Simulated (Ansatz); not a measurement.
## A series of runs on Ca2W (Fd-3m, 6 atoms in the cell)

```yaml
crystal:
  lattice:
    - [0.00000, 4.87498, 4.87498]
    - [4.87498, 0.00000, 4.87498]
    - [4.87498, 4.87498, 0.00000]
  atoms:
    - { symbol: Ca, position: [0.12500, 0.12500, 0.12500] }
    - { symbol: Ca, position: [0.62500, 0.12500, 0.12500] }
    - { symbol: Ca, position: [0.12500, 0.62500, 0.12500] }
    - { symbol: Ca, position: [0.12500, 0.12500, 0.62500] }
    - { symbol: W, position: [0.75000, 0.75000, 0.75000] }
    - { symbol: W, position: [0.50000, 0.50000, 0.50000] }
```

Base run A: Ansatz (a first-principles code) with PBE, self-consistent single point.

Its settings: basis.ecutwfc = 420 eV; kpoints.mp_grid.grid = 6 6 6; hamiltonian.xc = pbe; hamiltonian.pseudopotentials = {kind: paw} (the program's default PAW files); scf.occupations.method = cold; scf.occupations.width = 0.272 eV.

The starting cell was generated: these elements placed on a structure prototype, without a prior relaxation; it need not be a known phase or ordering of this composition. Spin polarisation is off. In the base run, with a pressure of about -7 GPa the cell is away from its equilibrium volume at this level. Ansatz's pressure includes its estimate of the finite-basis (Pulay) stress.

ΔF is the free energy per atom less that of run A. 

Run A gave: pressure (GPa) -7.37; TS (meV/atom) 11.6; k-points 16.

Runs:
- B: kpoints.mp_grid.grid, scf.occupations.width = 4 4 4, 0.03 eV
- C: kpoints.mp_grid.grid, scf.occupations.width = 4 4 4, 0.1 eV
- D: kpoints.mp_grid.grid, scf.occupations.width = 4 4 4, 0.3 eV
- E: kpoints.mp_grid.grid, scf.occupations.width = 5 5 5, 0.03 eV
- F: kpoints.mp_grid.grid, scf.occupations.width = 5 5 5, 0.1 eV
- G: kpoints.mp_grid.grid, scf.occupations.width = 5 5 5, 0.3 eV
- H: kpoints.mp_grid.grid, scf.occupations.width = 6 6 6, 0.03 eV
- I: kpoints.mp_grid.grid, scf.occupations.width = 6 6 6, 0.1 eV
- J: kpoints.mp_grid.grid, scf.occupations.width = 6 6 6, 0.3 eV
- K: kpoints.mp_grid.grid, scf.occupations.width = 7 7 7, 0.03 eV
- L: kpoints.mp_grid.grid, scf.occupations.width = 7 7 7, 0.1 eV
- M: kpoints.mp_grid.grid, scf.occupations.width = 7 7 7, 0.3 eV

Question: What does run B change against A?

Answer: The free energy goes up by 8.5 meV/atom and the pressure stays at -7.37 GPa.

Question: What does run E change against A?

Answer: The free energy drops by 1.9 meV/atom and the pressure hardly changes (-7.37 to -7.44 GPa).

```tsv
run	ΔF (meV/atom)	pressure (GPa)	TS (meV/atom)	k-points
A	0.00	-7.37	11.6	16
B	8.5	-7.37	1.0	8
C	5.5	-7.34	6.1	8
D	-0.97	-7.32	20.2	8
E	-1.88	-7.44	-0.6	10
F	-0.62	-7.45	-0.5	10
G	-1.54	-7.33	19.1	10
H	2.2	-7.35	0.5	16
I	0.77	-7.39	1.9	16
J	-1.51	-7.33	19.4	16
K	-0.46	-7.41	-0.3	20
L	0.11	-7.41	0.5	20
M	-1.52	-7.33	19.4	20
```

Keys are those of Ansatz 0.2.
